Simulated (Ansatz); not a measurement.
Al (model structure, P6/mmm, No. 191, 7 atoms in the cell) was calculated with PBEsol (Ansatz, an electronic-structure program, plane waves, PAW).

Numerical settings: plane-wave cutoff 520 eV, 12×12×12 k mesh, Fermi–Dirac smearing 0.05 eV, scalar-relativistic PAW data made under PBE.

Cell (relaxed at this level):

Al is taken in the hexagonal space group P6/mmm (No. 191), Pearson symbol hP7. Conventional cell: a = 5.1989 Å, b = 5.1989 Å, c = 5.0625 Å, α = 90.00°, β = 90.00°, γ = 120.00°. Al1 on 2e is surrounded by 2 Al at 2.491–2.572 Å and 6 Al at 2.900 Å and 6 Al at 3.250 Å. Al2 on 2d has 9 Al at 2.943–3.002 Å and 6 Al at 3.250 Å. Al3 on 3f is coordinated by 4 Al at 2.599 Å and 8 Al at 2.900–2.943 Å. (Neighbours: up to the widest gap in distance over summed covalent radii, below 1.35, at either atom.)

Task: What does this level give for the bulk modulus B0?

Result: 
- bulk modulus B0: 74.3 GPa

The run finds no gap.

Note: the bulk modulus is −V dP/dV from two relaxed cells at ±2 % in volume; the relaxation could raise the start's symmetry but not lower it, so the cell can be a saddle point.

A model structure was made by putting elements into a prototype or built by hand; it is no filed structure, need not be a known phase, and can be a saddle point held by its symmetry.
